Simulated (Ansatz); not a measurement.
The parent structure is ZnSe in the zinc blende structure (space group F-43m, No. 216; a = 5.6655 Å).

One thing is altered: cell and atoms relaxed at a pressure of 0.7 GPa.

Levels (all Ansatz, a quantum-chemistry and plane-wave program, PAW): r2SCAN (500 eV, scalar-relativistic without spin-orbit coupling); HSE06+SOC (420 eV, noncollinear with spin-orbit coupling).

The geometry is relaxed with r2SCAN.

```
Property                                   Result
----------------------------  -------------------
r2SCAN band gap                           1.91 eV
r2SCAN valence-band top at Γ  0.00, 0.00, 0.00 eV
```

Q: How does going to HSE06+SOC change the band gap and valence-band top at Γ?

A: The band gap grows by 0.412 eV, from 1.91 eV to 2.33 eV; the valence-band top at Γ (three highest Kramers pairs, from the VBM) becomes 0.00, 0.00, -0.43 eV (r2SCAN: 0.00, 0.00, 0.00 eV). The threefold valence maximum splits by Δso ≈ 0.43 eV.

Single points use the geometry relaxed with r2SCAN. Their cutoffs differ, which shifts pressures a little. Differences between runs with and without spin-orbit coupling are approximate. Load acts through the strain it causes; cell and atoms are relaxed under it. Stability against distortions was not tested.
